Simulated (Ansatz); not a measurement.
The reference is AgI in the zinc blende structure (space group F-43m, No. 216; a = 6.450 Å). Axes: x, y, z lie along the cube axes.

The values are results of PBEsol in Ansatz (plane waves to 420 eV, PAW, scalar-relativistic without spin-orbit coupling), not measurements.

Base values:

The shortest interatomic distance is 2.793 Å and the valley order is Γ 1.20 eV; L along ⟨111⟩ 2.64 eV.

The change: the cell is compressed by 2.46 % along x with no lateral relaxation; the atoms relax in the strained cell.

Q: How does this affect the energy relative to the base, shortest interatomic distance and valley order?

A: The energy increases by 2.5 meV/atom; the shortest interatomic distance drops by 0.023 Å (2.793 Å → 2.770 Å); the valley order (the lowest conduction-band minima on the path, energy above the VBM, named in the base's zone) goes from Γ 1.20 eV; L along ⟨111⟩ 2.64 eV to Γ 1.17 eV; L along [1-1-1] 2.59 eV.

Spin-orbit coupling, missing from the scalar runs, can matter with I. The levels and masses belong to the bands next to the band gap. Whether these cells are dynamically stable was not tested.

Ansatz is a program for electronic structure.
